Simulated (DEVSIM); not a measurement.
Structure: abrupt Ge p-n junction, at 350 K.

| layer (left to right) | material | thickness (μm) | Nd (cm⁻³) | Na (cm⁻³) | τn (s) | τp (s) |
|---|---|---|---|---|---|---|
| 1 | Ge | 0.140 | - | 9e15 | 3.8e-6 | 3.8e-6 |
| 2 | Ge | 2.30 | 3.1e14 | - | 3.8e-6 | 3.8e-6 |

Left contact: ohmic. Right contact: ohmic. Voltage is applied to the left contact. Recombination: SRH at mid-gap, Auger. Mobility is constant in doping.

The device is made up for the run: typed textbook-type constants, with dimensions and the other settings drawn at random. Values at 300 K; Nc and Nv go as T^1.5, mobilities as T to minus their exponent, the gap by Varshni's rule with the affinity fixed.

| parameter | Ge |
|---|---|
| gap (eV) | 0.664 |
| affinity (eV) | 4 |
| permittivity | 16 |
| Nc (cm⁻³) | 1.04e19 |
| Nv (cm⁻³) | 6e18 |
| μn (cm²/Vs) | 3900 |
| μp (cm²/Vs) | 1900 |
| T exponent of μn | 1.66 |
| T exponent of μp | 2.33 |
| Cn (cm⁶/s) | 1e-31 |
| Cp (cm⁶/s) | 1e-31 |
| Varshni α (eV/K) | 0.000477 |
| Varshni β (K) | 235 |

DEVSIM, 1D drift-diffusion, Boltzmann statistics, complete ionisation; no tunnelling, impact ionisation, image-force lowering or self-heating.

The thickness of layer 1 was swept, all else fixed.

```
thickness of layer 1 (μm)  dark forward voltage at 100 A/cm² (V)  largest field in the device at zero bias (V/cm)
-------------------------  -------------------------------------  -----------------------------------------------
0.028                                                      0.109                                             6300
0.049                                                      0.111                                             5700
0.084                                                      0.113                                             5200
0.14                                                       0.116                                             5000
0.24                                                       0.121                                             5000
0.42                                                       0.125                                             5000
0.7                                                        0.129                                             5000
```

From the first row to the last the dark forward voltage at 100 A/cm² goes from 0.109 to 0.129. From the first row to the last the largest field in the device at zero bias goes from 6300 to 5000.
